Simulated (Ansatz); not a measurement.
Consider Ir in the simple cubic structure (space group Pm-3m, No. 221; a hypothetical phase, not in the database extracts checked).

```xyz
1
Lattice="2.5405 0.0000 0.0000 0.0000 2.5405 0.0000 0.0000 0.0000 2.5405" Properties=species:S:1:pos:R:3 pbc="T T T"
Ir     0.0000     0.0000     0.0000
```

Levels (all Ansatz, a first-principles code, PAW): PBEsol (420 eV, spin-orbit coupling left out); PBEsol+SOC (420 eV, spin-orbit coupling included).

The geometry is relaxed with PBEsol.

- PBEsol pressure: 0.0 GPa

What does PBEsol+SOC give at this geometry for the pressure?

The pressure goes from zero to 1.2 GPa.

Single points use the geometry relaxed with PBEsol. Differences between runs with and without spin-orbit coupling are approximate. Stability against distortions was not tested. The runs without spin-orbit coupling are not spin-polarised. Ir has a high density of states at the Fermi level and may be magnetic at this level.
